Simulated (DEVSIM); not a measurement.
System: abrupt Ge n-p junction, at 300 K.

```csv
layer (left to right),material,thickness (μm),Nd (cm⁻³),Na (cm⁻³),τn (s),τp (s)
1,Ge,83.0,1.6e17,-,0.00035,0.00035
2,Ge,0.360,-,2.5e15,0.00035,0.00035
```

Left contact: ohmic. Right contact: ohmic. Voltage is applied to the left contact. Recombination: SRH at mid-gap, Auger. Mobility is constant in doping.

This is a model device: material constants are rounded textbook-type values typed into the input, and sizes, dopings and lifetimes were drawn at random. Values at 300 K.

```
parameter           Ge
-------------  -------
gap (eV)         0.664
affinity (eV)        4
permittivity        16
Nc (cm⁻³)      1.04e19
Nv (cm⁻³)         6e18
μn (cm²/Vs)       3900
μp (cm²/Vs)       1900
Cn (cm⁶/s)       1e-31
Cp (cm⁶/s)       1e-31
```

Simulated with DEVSIM: 1D drift-diffusion, Boltzmann statistics, complete ionisation; no tunnelling, impact ionisation, image-force lowering or self-heating.

The thickness of layer 1 was swept, all else fixed.

```
thickness of layer 1 (μm)  dark forward voltage at 100 A/cm² (V)
-------------------------  -------------------------------------
17                                                         0.160
29                                                         0.161
50                                                         0.164
83                                                         0.167
140                                                        0.174
250                                                          [?]
420                                                        0.200
```

### Question
Fill in the missing entries.

### Answer

- 250, dark forward voltage at 100 A/cm² (V): 0.185
